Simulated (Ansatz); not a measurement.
Take SiC (space group P6_3mc, No. 186; a = 3.0781 Å, c = 10.0760 Å) as the base. Axes: x lies along a and z along c of the hexagonal cell.

All numbers come from PBEsol (Ansatz, a first-principles code, PAW, scalar-relativistic without spin-orbit coupling).

Strains are applied to the cell and any free atomic positions relax.

One change was made to it. Results:

The band gap drops by 0.10 eV, from 2.12 eV to 2.02 eV; the energy rises by 3.9 meV/atom; the shortest interatomic distance rises by 0.011 bohr, from 3.559 bohr to 3.570 bohr; the gap character remains indirect, Γ → M.

Problem. What was done to the base?
A. uniaxial strain ε_zz = +3.00 %
B. uniaxial strain ε_zz = +0.75 %
C. uniaxial strain ε_zz = +2.25 %
D. uniaxial strain ε_zz = +1.50 %

Solution. D, uniaxial strain ε_zz = +1.50 %. For comparison, the band gap in the other runs: uniaxial strain ε_zz = +2.25 % gives 1.97 eV; uniaxial strain ε_zz = +0.75 % gives 2.07 eV; uniaxial strain ε_zz = +3.00 % gives 1.92 eV.

Whether these cells are dynamically stable was not tested.
